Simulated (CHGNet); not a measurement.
**Cubic perovskite KZnF₃**

Calculation: the machine-learned potential CHGNet 0.3.0 (trained on PBE and PBE+U data).

Cell (relaxed at this level):

KZnF3 is modelled in the cubic space group Pm-3m (No. 221), the cubic perovskite structure, Pearson symbol cP5. Conventional cell: a = b = c = 4.1329 Å, α = β = γ = 90.00°. K on 1a is surrounded by 12 F at 2.922 Å (cuboctahedral). Zn on 1b sees 6 F at 2.066 Å (octahedral). F on 3c has 2 Zn at 2.066 Å and 4 K at 2.922 Å (octahedral). (Neighbours: up to the widest gap in distance over summed covalent radii, below 1.35, at either atom; cation-cation and far metal-metal contacts left out.)

```yaml
lattice_parameter_a: 4.133 Å
volume_per_atom: 14.12 Å³/atom
```

Measured, for comparison: lattice constant a 4.055 Å, equilibrium volume per atom 13.34 Å³/atom (room temperature, no zero-point or thermal correction; as tabulated in Dubrovin et al. (2021), arXiv:2110.13026). Computed (rounded) less measured: lattice constant a +1.9 %, equilibrium volume per atom +5.8 %.

A machine-learned potential is trained on density-functional data: it inherits that level's misses and adds fitting errors of its own.

Note: the model gives imaginary modes for this phase (in the spectrum interpolated from a supercell); this model's volume lies 6 % above that of the starting cell (a measured, published or database cell).
